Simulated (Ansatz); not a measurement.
Take Li2NiSnO4 (space group I-42m, No. 121; a = 4.648 Å, c = 8.575 Å; ferromagnetic; a hypothetical phase, not in the database extracts checked) as the base.

Computed with PBEsol, PAW, 420 eV (Ansatz, a first-principles code; no SOC).

Before the change:

- Volume per atom = 11.58 Å³
- c/a ratio = 1.845

The change: full substitution Sn → Ge, then cell and atoms are relaxed.

Tabulated Pauling electronegativity and covalent radius: Sn 1.96, 1.39 Å; Ge 2.01, 1.20 Å.

How does this affect the volume per atom?

The volume per atom drops by 0.983 Å³ to 10.59 Å³.

How does this affect the c/a ratio?

The c/a ratio grows by 0.130 (1.845 → 1.975).

Stability against distortions was not tested. As relaxed here, Li2NiGeO4 is a hypothetical phase, not in the database extracts checked. No Hubbard U is applied and the magnetic state is the run's own (Li2NiGeO4 ferromagnetic; Li2NiSnO4 ferromagnetic); small cells can't hold the antiferromagnetic order that many such compounds have, so gaps and moments can be off.
